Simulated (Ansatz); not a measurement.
Take TiB$_{2}$ (space group P6/mmm, No. 191; a = 3.017 Å, c = 3.185 Å) as the base. Axes: x lies along a and z along c of the hexagonal cell.

Structures relaxed with Ansatz (a first-principles code), PBEsol, PAW, cutoff 420 eV, no spin-orbit coupling.

Base:

Simulated powder pattern, Cu Kα1, λ = 1.54056 Å (kinematic, ideal powder, no thermal factors, no anomalous dispersion; the 10 strongest lines at most, above 2 %, up to 2θ = 90°):

```
2θ (°)  I/Imax (%)    hkl
------  ----------  -----
27.99           20  (001)
34.29           58  (100)
44.83          100  (101)
57.85          9.1  (002)
61.40           22  (110)
68.80          8.7  (111)
69.00           13  (102)
72.25          5.5  (200)
79.17           15  (201)
89.38           15  (112)
```

Modification: the cell is compressed by 1.77 % along z with no lateral relaxation; the atoms relax in the strained cell.

After the change:

Simulated powder pattern, Cu Kα1, λ = 1.54056 Å (kinematic, ideal powder, no thermal factors, no anomalous dispersion; the 10 strongest lines at most, above 2 %, up to 2θ = 90°):

```
2θ (°)  d (Å)  I/Imax (%)    hkl
------  -----  ----------  -----
28.51   3.129          19  (001)
34.29   2.613          59  (100)
45.17   2.006         100  (101)
59.00   1.564         8.7  (002)
61.40   1.509          23  (110)
69.06   1.359         8.8  (111)
70.04   1.342          12  (102)
72.25   1.307         5.6  (200)
79.42   1.206          16  (201)
```

The indices refer to the base's conventional cell; one index is shown for lines that coincide.

Whether these cells are dynamically stable was not tested. All final runs are without spin polarisation.
